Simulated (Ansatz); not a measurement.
Structures of equal composition on the (111) surface of fcc Rh: a layer of Mn in place of the second plane; a layer of Mn in place of the third plane. The slabs share one bottom face, and each structure is named by its start. These are constructed structures in small cells; real faces may alloy, dewet or reconstruct in larger ones, and not all known structures of the face are among them. Slabs of about 11 Å, Fermi-Dirac smearing of 0.1 eV. Bottom of the slabs: a bare face, its two planes held. Relaxed from the named starts with such symmetry as they have, on meshes of like density; energies extrapolated to zero smearing; spin only where a row says so; no spin-orbit coupling, no U. Brackets mark spin-polarised runs, whose order is one that fits the cell.

All values below come from PBE (plane waves to 420 eV, PAW; Ansatz, a quantum-chemistry and plane-wave program).

Put the candidates in order of energy per 1x1 cell, lowest first, for PBE.

a layer of Mn in place of the second plane (0.000 eV [spin, 2.4 μB a cell]), a layer of Mn in place of the third plane (0.281 eV [spin, 1.5 μB a cell])
